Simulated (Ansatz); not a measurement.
Candidates (primitive cells; geometry: relaxed with this functional, without spin-orbit coupling):
A. PdTe (P6_3/mmc), a = 4.1572 Å, b = 4.1572 Å, c = 5.6125 Å, α = 90.00°, β = 90.00°, γ = 120.00°
B. TiAs (P6_3/mmc), a = 3.609 Å, b = 3.609 Å, c = 6.061 Å, α = 90.00°, β = 90.00°, γ = 120.00°
C. PtSn (P6_3/mmc), a = b = 4.1276 Å, c = 5.4346 Å, α = β = 90.00°, γ = 120.00°
D. CuSn (P6_3/mmc), a = b = 4.1202 Å, c = 4.9739 Å, α = β = 90.00°, γ = 120.00°
E. NbN (P6_3/mmc), a = 2.9580 Å, b = 2.9580 Å, c = 5.5096 Å, α = 90.00°, β = 90.00°, γ = 120.00°

Rank these by resistivity at 300 K (lowest first), as PBEsol, DFPT electron-phonon coupling, linearised Boltzmann equation run with Ansatz (a quantum-chemistry and plane-wave program) gives it.

D (5.7 μΩ·cm), C (8.9 μΩ·cm), E (14.7 μΩ·cm), A (23 μΩ·cm), B (43 μΩ·cm)

Metals; harmonic phonons alone scatter; means over directions. Halving the electron mesh moves these values by up to 10 %; q meshes are mostly untested. Some of the runs warned that the eigensolver left states short of its tolerance. Spin-orbit coupling is left out.

Formula and space group known from diffraction (Crystallography Open Database), not checked to be the room-temperature form: CuSn (P6_3/mmc), PdTe (P6_3/mmc), PtSn (P6_3/mmc), TiAs (P6_3/mmc). The missing spin-orbit coupling matters most for PtSn (P6_3/mmc).
